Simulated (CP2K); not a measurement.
CP2K run on GaCuSeS (I2_12_12_1, 8 atoms in the cell): self-consistent single point

Method: PBEsol, GPW, DZVP-MOLOPT-SR-GTH basis, GTH-PBE potentials (GTH_POTENTIALS) (CP2K 2026.2).

Input:

```
&GLOBAL
  PROJECT bulk
  RUN_TYPE ENERGY_FORCE
  PRINT_LEVEL MEDIUM
&END GLOBAL
&FORCE_EVAL
  METHOD Quickstep
  STRESS_TENSOR ANALYTICAL
  &DFT
    BASIS_SET_FILE_NAME BASIS_MOLOPT
    POTENTIAL_FILE_NAME GTH_POTENTIALS
    &QS
      METHOD GPW
      EPS_DEFAULT 1E-11
    &END QS
    &MGRID
      CUTOFF 600
      REL_CUTOFF 50
      NGRIDS 5
    &END MGRID
    &SCF
      SCF_GUESS ATOMIC
      EPS_SCF 1E-6
      MAX_SCF 100
      ADDED_MOS 12
      &DIAGONALIZATION
        ALGORITHM STANDARD
      &END DIAGONALIZATION
      &MIXING
        METHOD BROYDEN_MIXING
        ALPHA 0.3
        NBUFFER 8
        BETA 1
      &END MIXING
      &SMEAR ON
        METHOD FERMI_DIRAC
        ELECTRONIC_TEMPERATURE [K] 232.09
      &END SMEAR
    &END SCF
    &KPOINTS
      SCHEME MONKHORST-PACK 3 3 3
    &END KPOINTS
    &XC
      &XC_FUNCTIONAL
        &PBE
          PARAMETRIZATION PBESOL
        &END PBE
      &END XC_FUNCTIONAL
    &END XC
    &PRINT
      &MO
        EIGENVALUES T
        OCCUPATION_NUMBERS T
        NDIGITS 8
        FILENAME mo
        &EACH
          QS_SCF 0
        &END EACH
        ADD_LAST NUMERIC
      &END MO
      &MULLIKEN ON
      &END MULLIKEN
    &END PRINT
  &END DFT
  &SUBSYS
    &CELL
      A 6.67178600 0.00000000 0.00000000
      B 2.17956400 6.30573000 0.00000000
      C -4.42272900 -3.15700000 3.87111700
      PERIODIC XYZ
    &END CELL
    &COORD
      Ga       1.68294125     4.76212552     0.96777925
      Ga       0.49956875     1.53946948     2.90333775
      Cu       3.98065562     1.64602293     0.96777925
      Cu       2.69407638    -1.65015793     2.90333775
      Se       1.66996914     2.33845665     0.93684903
      Se       3.88023436    -0.76409165     0.99870947
      S        0.56243280    -0.78948644     2.90109250
      S       -1.68106930     2.35971644     2.90558300
    &END COORD
    &KIND Ga
      BASIS_SET DZVP-MOLOPT-SR-GTH
      POTENTIAL GTH-PBE-q13
    &END KIND
    &KIND Cu
      BASIS_SET DZVP-MOLOPT-SR-GTH
      POTENTIAL GTH-PBE-q11
    &END KIND
    &KIND Se
      BASIS_SET DZVP-MOLOPT-SR-GTH
      POTENTIAL GTH-PBE-q6
    &END KIND
    &KIND S
      BASIS_SET DZVP-MOLOPT-SR-GTH
      POTENTIAL GTH-PBE-q6
    &END KIND
  &END SUBSYS
  &PRINT
    &FORCES ON
    &END FORCES
    &STRESS_TENSOR ON
    &END STRESS_TENSOR
  &END PRINT
&END FORCE_EVAL
```

Log, with long lists cut:

```
 GLOBAL| Method name                                                        CP2K
 GLOBAL| Project name                                                       bulk
 GLOBAL| Run type                                                   ENERGY_FORCE

 CELL| Volume [angstrom^3]:                                           162.859755
 CELL| Vector a [angstrom]:       6.672     0.000     0.000   |a| =     6.671786
 CELL| Vector b [angstrom]:       2.180     6.306     0.000   |b| =     6.671786
 CELL| Vector c [angstrom]:      -4.423    -3.157     3.871   |c| =     6.671786
 CELL| Angle (b,c), alpha [degree]:                                   131.589059
 CELL| Angle (a,c), beta  [degree]:                                   131.521444
 CELL| Angle (a,b), gamma [degree]:                                    70.932385
 CELL| Numerically orthorhombic:                                              NO
 CELL| Periodicity                                                           XYZ

 DFT| Spin restricted Kohn-Sham (RKS) calculation                            RKS
 DFT| Multiplicity                                                             1
 DFT| Number of spin states                                                    1
 DFT| Charge                                                                   0
 DFT| XC density smoothing                                                  NONE
 DFT| XC derivatives                                                          PW

 QS| Method:                                                                 GPW
 QS| Density plane wave grid type                        NON-SPHERICAL FULLSPACE
 QS| Number of grid levels:                                                    5
 QS| Density cutoff [a.u.]:                                                300.0
 QS| Multi grid cutoff [a.u.]: 1) grid level                               300.0
   [... lines left out ...]
 BRILLOUIN| Wavefunction type                                            COMPLEX
 BRILLOUIN| List of Kpoints [2 Pi/Bohr]                                       14
 BRILLOUIN| Number           Weight            X              Y              Z
 BRILLOUIN|     1           0.07407       -0.33333       -0.33333       -0.33333
 BRILLOUIN|     2           0.07407       -0.33333       -0.33333        0.00000
 BRILLOUIN|     3           0.07407       -0.33333       -0.33333        0.33333
   [... 11 lines left out ...]
 *******************************************************************************

 Extrapolation method: initial_guess

 Re-scaling the density matrix to get the right number of electrons
                  # Electrons              Trace(P)               Scaling factor
                           72                72.000                        1.000

 Number of electrons:                                                         72
 Number of occupied orbitals:                                                 36
 Number of molecular orbitals:                                                48

 Number of orbital functions:                                                152
 Number of independent orbital functions:                                    152
 SCF WAVEFUNCTION OPTIMIZATION

  Step     Update method      Time    Convergence         Total energy    Change
     1 NoMix/Diag. 0.30E+00      -     1.92733383      -284.4820174360 -2.84E+02
     2 Broy./Diag. 0.30E+00      -     0.28168074      -286.7468703124 -2.26E+00
     3 Broy./Diag. 0.30E+00      -     0.06231274      -283.7914804095  2.96E+00
     4 Broy./Diag. 0.30E+00      -     0.13901286      -284.1191865982 -3.28E-01
     5 Broy./Diag. 0.30E+00      -     0.02391443      -284.4073165201 -2.88E-01
     6 Broy./Diag. 0.30E+00      -     0.00727018      -284.1003733980  3.07E-01
     7 Broy./Diag. 0.30E+00      -     0.00387547      -284.1669554024 -6.66E-02
   [... 5 lines left out ...]
    13 Broy./Diag. 0.30E+00      -     0.00001334      -284.1986236046  8.57E-05
    14 Broy./Diag. 0.30E+00      -     0.00000340      -284.1986343072 -1.07E-05
    15 Broy./Diag. 0.30E+00      -     0.00000502      -284.1986098653  2.44E-05
    16 Broy./Diag. 0.30E+00      -     0.00000144      -284.1985915854  1.83E-05
    17 Broy./Diag. 0.30E+00      -     0.00000100      -284.1985879670  3.62E-06
  *** SCF run converged in    17 steps ***

  Electronic density on regular grids:        -71.9999999906        0.0000000094
  Core density on regular grids:               71.9999999992       -0.0000000008
  Total charge density on r-space grids:        0.0000000086
  Total charge density g-space grids:           0.0000000086

  Overlap energy of the core charge distribution:               0.00000004821501
  Self energy of the core charge distribution:               -411.57763662610427
  Core Hamiltonian energy:                                    121.69919349282874
  Hartree energy:                                              49.62298677404394
  Exchange-correlation energy:                                -43.94313108209655
  Electronic entropic energy:                                  -0.00000057393330
  Fermi energy:                                                 0.17003191114677

  Total energy:                                              -284.19858796703613
  Total energy (extrapolated to T->0):                       -284.19858768006947

                     Mulliken Population Analysis

 #  Atom  Element  Kind  Atomic population                           Net charge
       1     Ga       1         12.941132                              0.058868
       2     Ga       1         12.941138                              0.058862
       3     Cu       2         11.338185                             -0.338185
       4     Cu       2         11.338187                             -0.338187
       5     Se       3          5.919678                              0.080322
       6     Se       3          5.919658                              0.080342
       7     S        4          5.801003                              0.198997
       8     S        4          5.801019                              0.198981
 # Total charge                             72.000000                 -0.000000

 ENERGY| Total FORCE_EVAL ( QS ) energy [hartree]           -284.198586742614850

 FORCES| Atomic forces [hartree/bohr]
 FORCES|   Atom     x               y               z               |f|
 FORCES|      1 -1.33169563E-04 -9.25266670E-05 -4.01246607E-07   1.62158804E-04
 FORCES|      2  1.33755808E-04  9.34819015E-05 -3.02561808E-06   1.63213469E-04
 FORCES|      3  2.10730105E-03  1.49875581E-03  9.39245396E-07   2.58592103E-03
 FORCES|      4 -2.10644009E-03 -1.49882098E-03  1.87975158E-07   2.58525709E-03
 FORCES|      5  1.11749919E-03 -1.56935516E-03 -1.92871554E-03   2.72610046E-03
 FORCES|      6 -1.11796604E-03  1.56852000E-03  1.93124739E-03   2.72760326E-03
 FORCES|      7  6.37016509E-04 -8.94939374E-04  1.09871203E-03   1.55366491E-03
 FORCES|      8 -6.37952697E-04  8.95037662E-04 -1.09755944E-03   1.55329095E-03
 FORCES| Sum     4.41731955E-08  1.53187936E-07  1.38480196E-06
 FORCES| Total atomic force                                       1.39394917E-06

 STRESS| Analytical stress tensor [bar]
 STRESS|                        x                   y                   z
 STRESS|      x       -6.82078626775E+03   1.40936552214E+02   3.81639508831E+01
 STRESS|      y        1.40936552214E+02  -6.91881565347E+03  -1.35973298456E+02
 STRESS|      z        3.81639508831E+01  -1.35973298456E+02  -7.01571930756E+03
 STRESS| 1/3 Trace                                            -6.91844040959E+03
```

The run converged in 17 iterations.

The starting cell comes from a database of computed structures (which also holds hypothetical and non-ambient phases and stackings), without a prior relaxation at this level. Spin polarisation is off. Values carry the incompleteness of an atom-centred basis. The potentials were made for another functional than the one used.

Cost on one core of a shared machine: roughly 90 s.
